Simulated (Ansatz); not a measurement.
**The (100) surface of germanium in its 1x1 cell, relaxed from an ideal cut (the real face may reconstruct), outermost plane spacing 1.44 Å in the ideal cut**

Calculation: r2SCAN, at the PBE geometry (plane waves to 500 eV, PAW; Ansatz, a quantum-chemistry and plane-wave program).

Set-up: 9 atoms, 11.5 Å thick at the start; mesh 6x6x1; 0.025 eV smearing; dipole correction on; single point; on the structure that PBE left under its start's symmetry; no spin (no spin-polarised run to compare, though such a face may carry moments), no spin-orbit, no U. The slab shows no gap on its mesh.

```yaml
surface energy (mean of both faces): 1.67 J/m²
work_function_of_the_top_face: 5.30 eV
cost: very roughly 90 core-seconds
```
